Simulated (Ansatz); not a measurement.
The starting structures come from a database of crystals and need not be the phases stable at ambient conditions.

# Evanescent states of Cs2CaF4 (I4/mmm, not sure to be the ambient phase, 7 atoms a cell, 21.4 Å³ an atom) along the normal of (100)

Method: r2SCAN (plane waves, PAW; Ansatz, a quantum-chemistry and plane-wave program).

The gap is the functional's own. No spin-orbit coupling. Mid-gap values are interpolated on the energy grid.

Energies count from the valence-band top; κ is the least over a 8×2 mesh across the current.

| E (eV) | κ (1/Å) | where |
|---|---|---|
| 0.16 | 0.273 | Γ |
| 0.48 | 0.367 | Γ |
| 0.80 | 0.410 | Γ |
| 1.12 | 0.440 | Γ |
| 1.44 | 0.461 | Γ |
| 1.76 | 0.477 | Γ |
| 2.08 | 0.487 | Γ |
| 2.40 | 0.493 | Γ |
| 2.72 | 0.495 | Γ |
| 3.04 | 0.493 | Γ |
| 3.36 | 0.488 | Γ |
| 3.68 | 0.479 | Γ |
| 4.00 | 0.468 | Γ |
| 4.32 | 0.454 | Γ |
| 4.64 | 0.436 | Γ |
| 4.96 | 0.415 | Γ |
| 5.28 | 0.391 | Γ |
| 5.60 | 0.362 | Γ |
| 5.92 | 0.327 | Γ |
| 6.24 | 0.283 | Γ |
| 6.56 | 0.225 | Γ |
| 6.88 | 0.134 | Γ |

Question: How thick must the barrier be to attenuate the transmission by 10^8 when the electrodes' Fermi level lies at 3.36 eV, and what attenuation does that film give at 0.48 eV?

Answer: d = 8 ln 10 / (2 × 0.488) = 18.9 Å. At 0.48 eV it gives 8 × 0.367/0.488 = 6.0 decades.
